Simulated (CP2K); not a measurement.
Short convergence ladders for a (001) slab of BaTiO3 (cut from a parent of space group no. 221; 10 atoms in the cell)

```
CELL_PARAMETERS angstrom
      4.01200     0.00000     0.00000
      0.00000     4.01200     0.00000
      0.00000     0.00000    20.01800
ATOMIC_POSITIONS crystal
  Ba 0.00000 0.00000 0.44989
  Ti 0.50000 0.50000 0.34969
  O  0.50000 0.00000 0.34969
  O  0.00000 0.50000 0.34969
  O  0.50000 0.50000 0.44989
  Ba 0.00000 0.00000 0.65031
  Ti 0.50000 0.50000 0.55010
  O  0.50000 0.00000 0.55010
  O  0.00000 0.50000 0.55010
  O  0.50000 0.50000 0.65031
```

Base method: CP2K with PBE, GPW, DZVP-MOLOPT-SR-GTH basis, GTH-PBE potentials (GTH_POTENTIALS).

Base settings: CUTOFF = 600 Ry; REL_CUTOFF = 50 Ry; SMEAR/METHOD = FERMI_DIRAC; ELECTRONIC_TEMPERATURE = 116.05 K; KPOINTS/SCHEME = MONKHORST-PACK 3 3 1; XC_FUNCTIONAL = PBE; Ba/BASIS_SET = DZVP-MOLOPT-SR-GTH; Ba/POTENTIAL = GTH-PBE-q10; Ti/BASIS_SET = DZVP-MOLOPT-SR-GTH; Ti/POTENTIAL = GTH-PBE-q12.

Core times come from one kind of shared machine, to one figure; runs under 30 s give none.

**The vacuum**

The mesh stays at the base's, so the ladder's end is converged at best in this setting alone.

Only quantities that move along the ladder and can be compared are tabulated; forces are left out, as grid noise moves with the cell; the gap is left out on so coarse a mesh.

| vacuum between outermost atoms (Å) | free energy less the last step's (meV/atom) | core time / last (rough) |
|---|---|---|
| 3.0 | -73.93 | 0.3 |
| 5.0 | -13.06 | 0.3 |
| 10.0 | -3.60 | 0.4 |
| 14.0 | -1.98 | 0.5 |
| 30.0 | 0.00 | 1 |

State of the free energy at the end of the ladder: still drifting one way, by 3.6 meV/atom over the last two steps, so the last step is no safe reference.

**The k-point mesh**

Moved along: GAMMA_CENTERED.

Only quantities that move along the ladder and can be compared are tabulated.

| KPOINTS/SCHEME | free energy less the last step's (meV/atom) | largest difference of a force vector from the last step's (eV/Å) | gap on the mesh (eV) |
|---|---|---|---|
| MONKHORST-PACK 2 2 1 | 93.62 | 0.369 | 0.541 |
| MONKHORST-PACK 3 3 1 | 12.75 | 0.099 | 1.229 |
| MONKHORST-PACK 5 5 1 | 0.44 | 0.009 | 1.109 |
| MONKHORST-PACK 7 7 1 | 0.02 | 0.001 | 1.046 |
| MONKHORST-PACK 10 10 1 | 0.00 | 0.000 | 0.968 |
| MONKHORST-PACK 15 15 1 | 0.00 | 0.000 | 0.985 |

Coarsest KPOINTS/SCHEME that holds the forces within 0.02 eV/Å of the last step, with all finer ones: MONKHORST-PACK 5 5 1; the step before is off by 0.099 eV/Å.

Coarsest KPOINTS/SCHEME that holds the free energy within 1 meV/atom of the last step, with all finer ones: MONKHORST-PACK 5 5 1; the step before is off by 13 meV/atom.

The gap on the mesh jumps up and down from mesh to mesh; it is no smooth measure of convergence.

**The cutoff of the density grid**

The mesh stays at the base's, so the ladder's end is converged at best in this setting alone.

Only quantities that move along the ladder and can be compared are tabulated; the gap is left out on so coarse a mesh.

```tsv
CUTOFF	free energy less the last step's (meV/atom)	largest difference of a force vector from the last step's (eV/Å)	core time / last (rough)
360 Ry	-0.60	0.062	0.1
600 Ry	-1.20	0.044	0.3
720 Ry	-0.08	0.043	0.4
1200 Ry	0.00	0.000	1
```

Coarsest CUTOFF that holds the forces within 0.02 eV/Å: not settled: the last two steps still differ by 0.043 eV/Å, over half the tolerance, so the ladder does not show it.

Coarsest CUTOFF that holds the free energy within 0.5 meV/atom of the last step, with all finer ones: 720 Ry, at about 0.4 of the last step's time; the step before is off by 1.2 meV/atom.

On the base run: the starting cell has typed, rounded lattice constants, without a prior relaxation at this level. The slab is cut from that crystal, and its faces are unrelaxed. Its lattice was rescaled by up to half a per cent. Spin polarisation is off, though cut faces can carry moments; a gap of a slab can lie between surface states. The two faces of this cut differ, and no dipole correction was used. Values carry the incompleteness of an atom-centred basis. In the base run, forces exceed 1 eV/Å. Another mesh or the band path of this cell gives a smaller gap, so this value is not converged in the mesh.

Left out of this page: 3 runs of the series unsound by tests on forces, stress, charge or solver warnings.
